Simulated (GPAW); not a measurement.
Input and output of a self-consistent single point for Sr (P6_3/mmc, 2 atoms in the cell) (GPAW).

Computed with PBEsol, GPAW PAW datasets PBEsol (made by gpaw-setup) (plane waves; GPAW).

The change in words: lattice scaled by 0.98. Reference geometry:
```yaml
crystal:
  lattice:
    - [4.25862, 0.00000, 0.00000]
    - [-2.12931, 3.68807, 0.00000]
    - [0.00000, 0.00000, 6.97482]
  atoms:
    - { symbol: Sr, position: [0.33333, 0.66667, 0.25000] }
    - { symbol: Sr, position: [0.66667, 0.33333, 0.75000] }
```

Reference input (self-consistent single point, DFT PBEsol, plane waves, GPAW PAW datasets PBEsol (made by gpaw-setup)): mode = pw; ecut = 550 eV; xc = PBEsol; kpts = 12 12 7; mesh shift (steps) = 0 0 0; occupations.name = methfessel-paxton; occupations.width = 0.272 eV; occupations.order = 0; nbands = -8; convergence.density = 1e-05 e/electron; convergence.energy = 1e-05 eV/electron; symmetry.symmorphic = false. This run's input differs from it in these lines:

```diff
@@ -5,5 +5,5 @@
 atoms = Atoms(['Sr', 'Sr'],
-              cell=[[4.258618, 0.000000, 0.000000],
-                    [-2.129309, 3.688071, 0.000000],
-                    [0.000000, 0.000000, 6.974819]],
+              cell=[[4.173446, 0.000000, 0.000000],
+                    [-2.086723, 3.614310, 0.000000],
+                    [0.000000, 0.000000, 6.835323]],
               scaled_positions=[[0.333333, 0.666667, 0.250000],
```

Output (repeated stretches shortened):

```
     iter     time        total  log10-change:
                         energy   eigst   dens
iter:   1 --:--:--    -3.659358
iter:   2 --:--:--    -3.799705   -1.13  -1.63
iter:   3 --:--:--    -3.782827   -1.97  -1.65
iter:   4 --:--:--    -3.742254   -2.22  -1.73
iter:   5 --:--:--    -3.744121   -3.44  -2.20
iter:   6 --:--:--    -3.742675   -3.44  -2.23
iter:   7 --:--:--    -3.742631   -4.43  -2.51
iter:   8 --:--:--    -3.742620c  -5.68  -3.39
iter:   9 --:--:--    -3.742747c  -5.78  -3.40
iter:  10 --:--:--    -3.742604c  -5.36  -3.36
iter:  11 --:--:--    -3.742606c  -6.90  -4.24
iter:  12 --:--:--    -3.742613c  -7.30  -4.29
iter:  13 --:--:--    -3.742606c  -7.46c -4.41
iter:  14 --:--:--    -3.742606c  -8.87c -5.23c
Converged after 14 iterations.

Dipole moment: (-0.000000, -0.000000, 0.000000) |e|*Ang

Energy contributions relative to reference atoms: (reference = -172889.171290)

Kinetic:         -0.656000
Potential:       +4.334237
External:        +0.000000
XC:              -7.051986
Entropy (-ST):   -0.100371
Local:           -0.318672
SIC:             +0.000000
--------------------------
Free energy:     -3.792792
Extrapolated:    -3.742606

Showing only first 2 kpts
 Kpt  Band  Eigenvalues  Occupancy
  0     8      0.05852    2.00000
  0     9      2.64644    2.00000
  0    10      3.95183    0.44792
  0    11      6.19483    0.00000

  1     8      0.14601    2.00000
  1     9      2.40189    2.00000
  1    10      4.12800    0.09396
  1    11      6.07844    0.00000

Fermi level: 3.80587

No gap
No difference between direct/indirect transitions
Energy (eV): -3.742606

Forces in eV/Ang:
  0 Sr    0.00000    0.00000   -0.00000
  1 Sr   -0.00000    0.00000    0.00000

Stress tensor:
    -0.001449     0.000000     0.000000
     0.000000    -0.001449    -0.000000
     0.000000    -0.000000    -0.001746
Stress (GPa, Voigt): [-0.2321 -0.2321 -0.2797 -0.      0.      0.    ]
```

The run converged in 14 iterations. GPAW prints stress with tension positive. Against the reference run the free energy falls by 1.6 meV/atom and the pressure goes from -0.47 to 0.25 GPa.

The starting cell comes from a database of computed structures (which also holds hypothetical and non-ambient phases and stackings), without a prior relaxation at this level. Its lattice was rescaled by a random factor within 2.5 % of one. For this run, on top of that: lattice scaled by 0.98.

Cost on one core of a shared machine: roughly 30 s.
